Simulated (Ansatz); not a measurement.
# TiSi2: biaxial strain −4.81 %, plane normal [001], relaxed out of plane

Start from TiSi2 (space group Fddd, No. 70; a = 4.7791 Å, b = 8.2295 Å, c = 8.5206 Å). Axes: x, y, z lie along a, b, c of the conventional cell.

It is then changed as follows: biaxial strain −4.81 %, plane normal [001], relaxed out of plane (Cartesian); in-plane vectors clamped, the third vector and the atoms free.

The values are results of r2SCAN (Ansatz, a first-principles code; PAW; 500 eV plane waves; no spin-orbit coupling), not measurements. Settings: 13×13×13 k-points, 0.05 eV Fermi–Dirac smearing.

| quantity | base | changed | shift |
|---|---|---|---|
| volume per atom | 13.96 Å³ | 12.81 Å³ | -1.15 Å³ |
| shortest interatomic distance | 2.519 Å | 2.508 Å | -0.011 Å |
| energy relative to the base (free energy F) | 0 meV/atom | +81 meV/atom | +81 meV/atom |
| pressure (mean of the normal stresses, compression positive) | 0.0 GPa | 14.5 GPa | +14.5 GPa |
| band gap | zero | zero | – |
| out-of-plane strain (rough) | – | +1.29 % | – |
| mean in-plane stress (compression positive) (rough) | – | +21.8 GPa | – |

Final structure (turned so that z lies along the plane normal):

```
TiSi2
1.0
    4.52942     0.00000     0.00000
   -2.24483     3.93401     0.00000
    1.14230     1.96700     4.31509
Si Ti
4 2
Cartesian
  2.24184   1.32847   0.00000
  0.04275   2.60554   0.00000
 -1.07967   4.57254   2.15755
  1.11942   3.29547   2.15755
  0.00000   0.00000   0.00000
  3.40701   1.96700   2.15755
```

Without a gap, meshes like the base's 13×13×13 leave anisotropic stresses uncertain by several tenths of a GPa, and small strain energies with them. Whether these cells are dynamically stable was not tested. The final runs are not spin-polarised.
